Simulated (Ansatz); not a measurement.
Rock-salt LaSe, treated with PBEsol-D3(BJ) in Ansatz (PAW).

Input file:

Ansatz 0.2 input:
```yaml
crystal:
  lattice:
    - [0.0, 3.0315416374, 3.0315416374]
    - [3.0315416374, 0.0, 3.0315416374]
    - [3.0315416374, 3.0315416374, 0.0]
  atoms:
    - { symbol: La, position: [0.0, 0.0, 0.0] }
    - { symbol: Se, position: [0.5, 0.5, 0.5] }
basis:
  ecutwfc: 520
  ecutrho_ratio: 4
  xc_grid: 2
kpoints:
  mp_grid: { grid: [16, 16, 16] }
hamiltonian:
  xc: pbesol
  dispersion: d3bj
  pseudopotentials: { kind: paw }
scf:
  occupations: { method: fermi_dirac, width: 0.05 }
  convergence: { dr2_threshold: 0.0000000002 }
output:
  forces: true
  stress: true
  eigenvalues: true
```

### Question
How many irreducible k-points, plane waves at Γ does the program set up, and what pressure does the run end with?

### Answer
145 irreducible k-points, 1459 plane waves at Γ; P = -4.31 GPa, so the cell is stretched on average and its volume would shrink at this level.

From the output:

```
Crystal: 2 atoms, lattice volume = 55.721 Å³
Basis set: ecut = 520 eV, 1459 PW (Γ), exchange–correlation on 64×64×64 points (8 copies of the dense FFT grid, shifted against one another)
Bands: 18, of which v1, the nominal top of the filled ones, is band 14 counted from 1 (13 counted from 0)
Symmetry: 48 space group operations
Space group: Fm-3m (ITA 225), of the structure as read, at distance tolerance 3.8e-5 Å
k-points: 145 of 4096
Functional: x = pbesol(κ = 0.804, μ = 0.12345679012345678), c = pbesol(β = 0.046)
SCF iter   1: F=—  HF=-11590.449276 eV  |F-HF|=—  |Δ(HF+E_count)|=         —  Δρ=2.34e-3  dr2=4.39e-3
SCF iter   2: F=—  HF=-11590.447638 eV  |F-HF|=—  |Δ(HF+E_count)|=   1.64e-3  Δρ=1.31e-3  dr2=1.31e-3
  ...
SCF iter   7: F=—  HF=-11590.447377 eV  |F-HF|=—  |Δ(HF+E_count)|=  7.35e-10  Δρ=1.95e-6  dr2=1.59e-9
SCF iter   8: F=-11590.447377 eV  HF=-11590.447377 eV  |F-HF|=7.28e-12  |Δ(HF+E_count)|=  9.09e-10  Δρ=4.05e-7  dr2=5.67e-11
SCF 1 converged in 8 iterations: F = -11590.447377 eV  dr2 = 5.67e-11
SCF converged after 8 iterations
Free energy (F): -11590.447377 eV
Internal energy: -11590.437597 eV  (E = F + TS)
E sigma→0 (E₀):  -11590.442487 eV
Fermi energy:    12.008509 eV
--- Stress (GPa, compression-positive) ---
       -4.313165       0.000000       0.000000
        0.000000      -4.313165       0.000000
        0.000000      -0.000000      -4.313165
  P = ⅓ Tr σ = -4.3132 GPa (-43.132 kbar)
```

The cell is one volume of an energy–volume scan, off the minimum.

The PAW data were made under PBE.

Computing time: roughly 7 core-seconds.

Ansatz is a program for electronic structure.
